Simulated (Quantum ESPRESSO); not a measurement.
Quantum ESPRESSO is run on HfNi5 (F-43m, 6 atoms in the cell), and the run fails. The aim is a self-consistent single point with DFT, PBEsol, plane waves, PSlibrary PAW (PBE) pseudopotentials.

Cell that was meant: a = 4.6641 Å, b = 4.6641 Å, c = 4.6641 Å, α = 60.00°, β = 60.00°, γ = 60.00°.

Part of the input:

```fortran
&SYSTEM
  ibrav = 2,
  A = 6.5960500000,
  nat = 7,
  ntyp = 3,
  ecutwfc = 55,
  ecutrho = 330,
```

Output, abridged:

```
     This program is part of the open-source Quantum ESPRESSO suite
     for quantum simulation of materials; please cite

 %%%%%%%%%%%%%%%%%%%%%%%%%%%%%%%%%%%%%%%%%%%%%%%%%%%%%%%%%%%%%%%%%%%%%%%%%%%%%%
     Error in routine read_cards (7):
     wrong number of columns in ATOMIC_POSITIONS
 %%%%%%%%%%%%%%%%%%%%%%%%%%%%%%%%%%%%%%%%%%%%%%%%%%%%%%%%%%%%%%%%%%%%%%%%%%%%%%

     stopping ...
```

Problem. From the messages shown, name the fault and mend the input.

Solution. The fault is an atom count that does not match the list of atoms; here the program stops on it instead of giving results. To fix it, make the count match the list. The program stopped before any SCF iteration.

An input that runs soundly differs in these lines (not the only fix; some lines may just follow from the change or write a value another way):
```diff
-  nat = 7,
+  nat = 6,
```

With that input, the run converged in 37 iterations: free energy E − TS -21811.8681 eV; Fermi level (on the code's own zero) 14.70 eV; pressure -1.79 GPa; largest force (vector length) 0.013 eV/Å; size of the cell's spin moment 0.65 μB (DFT, PBEsol, plane waves, PSlibrary PAW (PBE) pseudopotentials).

On the sound input: the starting cell comes from a database of computed structures (which also holds hypothetical and non-ambient phases and stackings), without a prior relaxation at this level. The moments shrank to a small part of their start, a low-spin state that need not be the lowest.
